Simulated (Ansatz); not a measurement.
The reference is TiO2 in the rutile structure (space group P4_2/mnm, No. 136; a = 4.597 Å, c = 2.954 Å). Axes: x, y, z lie along a, b, c of the conventional cell.

Calculations: plane-wave PAW DFT at the r2SCAN level (Ansatz, a first-principles code, 500 eV), without spin-orbit coupling.

The change: biaxial strain −2.05 %, plane normal [001], relaxed out of plane (Cartesian); in-plane vectors clamped, the third vector and the atoms free.

Estimate the effect on the in-plane stress.

The mean in-plane stress (compression positive) amounts to +8.5 GPa.

What does the calculation give for the out-of-plane strain after the change?

The out-of-plane strain comes out as +1.44 %.

Stability against distortions was not tested. All final runs are without spin polarisation.
